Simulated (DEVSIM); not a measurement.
System: Ge n-i-p diode, at 300 K.

```csv
layer (left to right),material,thickness (μm),Nd (cm⁻³),Na (cm⁻³),τn (s),τp (s)
1,Ge,1.90,4.6e17,-,0.00022,0.00022
2,Ge,0.320,-,1e15,0.00022,0.00022
3,Ge,0.240,-,2.8e17,0.00022,0.00022
```

Left contact: ohmic. Right contact: ohmic. Voltage is applied to the left contact. Recombination: SRH at mid-gap, radiative. Mobility is μmin + (μ − μmin)/(1 + (N/Nref)^α).

This is a model device: material constants are rounded textbook-type values typed into the input, and sizes, dopings and lifetimes were drawn at random. Values at 300 K.

| parameter | Ge |
|---|---|
| gap (eV) | 0.664 |
| affinity (eV) | 4 |
| permittivity | 16 |
| Nc (cm⁻³) | 1.04e19 |
| Nv (cm⁻³) | 6e18 |
| μn (cm²/Vs) | 3900 |
| μp (cm²/Vs) | 1900 |
| μn,min | 150 |
| μp,min | 100 |
| Nref,n | 2.6e17 |
| Nref,p | 4e17 |
| αn | 0.56 |
| αp | 0.6 |
| B (cm³/s) | 6.4e-14 |

Model (solved in DEVSIM): 1D drift-diffusion, Boltzmann statistics, complete ionisation; no tunnelling, impact ionisation, image-force lowering or self-heating.

### Question
Give the small-signal capacitance in reverse bias (quasi-static).

### Answer

```json
[
 {"V (V)": "0.1", "C (nF/cm²)": "48.5"},
 {"V (V)": "0.25", "C (nF/cm²)": "45.9"},
 {"V (V)": "0.5", "C (nF/cm²)": "43.8"},
 {"V (V)": "0.75", "C (nF/cm²)": "42.6"},
 {"V (V)": "1", "C (nF/cm²)": "41.8"},
 {"V (V)": "1.5", "C (nF/cm²)": "40.7"},
 {"V (V)": "2", "C (nF/cm²)": "39.8"}
]
```
